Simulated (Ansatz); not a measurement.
Consider Ti in the hcp (Mg type) structure (space group P6_3/mmc, No. 194; relaxed with 0.1 eV smearing).

```xyz
2
Lattice="2.9364 0.0000 0.0000 -1.4682 2.5430 0.0000 0.0000 0.0000 4.6402" Properties=species:S:1:pos:R:3 pbc="T T T"
Ti     1.4682     0.8477     3.4802
Ti     0.0000     1.6953     1.1601
```

Calculations: r2SCAN/PAW in Ansatz (a first-principles code), scalar-relativistic without spin-orbit coupling.

For the base:

| Item | Value |
|---|---|
| Pressure | 0.0 GPa |
| Band gap | zero |

Now apply this change: every lattice vector is shortened by 1.00 %, atoms relaxed at fixed cell.

**Question.** How does this affect the energy relative to the base, pressure and band gap?

**Answer.** The energy goes up by 5.8 meV/atom; the pressure (mean of the normal stresses, compression positive) goes from zero to 3.7 GPa; the band gap remains zero.

The cells carry an imposed strain or load. Stability against distortions was not tested. All final runs are without spin polarisation.
